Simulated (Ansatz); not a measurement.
W2C: response to strain

Consider W2C (space group P-31m, No. 162; a cell from a computed database, its experimental status unchecked).

```xyz
9
Lattice="5.2006 0.0000 0.0000 -2.6003 4.5038 0.0000 0.0000 0.0000 4.7375" Properties=species:S:1:pos:R:3 pbc="T T T"
W      1.7370     3.0085     1.1740
W      0.8633     1.4953     3.5634
W      1.7266     0.0000     1.1740
W      3.4739     0.0000     3.5634
W     -0.8633     1.4953     1.1740
W     -1.7370     3.0085     3.5634
C      0.0000     0.0000     0.0000
C      2.6003     1.5013     2.3687
C      0.0000     3.0025     2.3687
```

Cartesian axes are those of the cell as printed.

Strains are applied to the cell and any free atomic positions relax; under biaxial strain the out-of-plane vector relaxes too.

Level of theory: PBEsol (Ansatz, a program for electronic structure; PAW; 420 eV plane waves; no spin-orbit coupling).

Notes on the quantities. energy relative to the base: free energy F; pressure: mean of the normal stresses, compression positive.

| change | shortest interatomic distance | energy relative to the base | pressure |
|---|---|---|---|
| base | 2.088 Å | 0 meV/atom | 0.0 GPa |
| biaxial strain +0.85 %, plane normal [001], relaxed out of plane | 2.096 Å | +2.7 meV/atom | -2.7 GPa |
| uniaxial strain ε_yy = −0.64 % | 2.082 Å | +0.9 meV/atom | 2.3 GPa |
| tensor shear ε_xy = +3.65 % | (withheld) | (withheld) | (withheld) |
| tensor shear ε_xy = −1.34 % | 2.077 Å | +5.0 meV/atom | 0.2 GPa |

Q: Some entries are withheld; estimate them.

A: 
- tensor shear ε_xy = +3.65 %, shortest interatomic distance: 2.061 Å
- tensor shear ε_xy = +3.65 %, energy relative to the base: +37 meV/atom
- tensor shear ε_xy = +3.65 %, pressure: 1.3 GPa

Without a gap, meshes like the base's 10×10×10 leave anisotropic stresses uncertain by several tenths of a GPa, and small strain energies with them. Stability against distortions was not tested. The final runs are not spin-polarised.
